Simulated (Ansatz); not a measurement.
CdS (within 0.1 Å of Fm-3m, No. 225, 4 atoms in the cell; start mp-1181862; a measured phase of this formula has another space group) was calculated with LDA (PAW; Ansatz, a quantum-chemistry and plane-wave program).

Numerical settings: plane-wave cutoff 520 eV, 10×6×10 k mesh (along the axes of the cell as run), Fermi–Dirac smearing 0.01 eV, scalar-relativistic PAW data made under PBE.

Cell (relaxed at this level):

```yaml
crystal:
  lattice:
    - [3.77523, 0.00000, 0.00000]
    - [0.00000, 5.34050, 0.00000]
    - [0.00000, 0.00000, 3.77546]
  atoms:
    - { symbol: Cd, position: [0.50000, 0.50000, 0.24989] }
    - { symbol: Cd, position: [0.00000, 0.00000, 0.75011] }
    - { symbol: S, position: [0.50000, 0.00000, 0.25006] }
    - { symbol: S, position: [0.00000, 0.50000, 0.74994] }
```

**Question.** Estimate the bulk modulus B0 that the calculation returns.

**Answer.** 
* **bulk modulus B0**: 92.7 GPa

The run finds no gap.

Note: the bulk modulus is −V dP/dV from two relaxed cells at ±2 % in volume.

The computed numbers hold no vibrational or temperature effects.

Computing time: roughly 90 core-seconds.

A start named mp-… is a Materials Project structure, which need not be a measured phase.
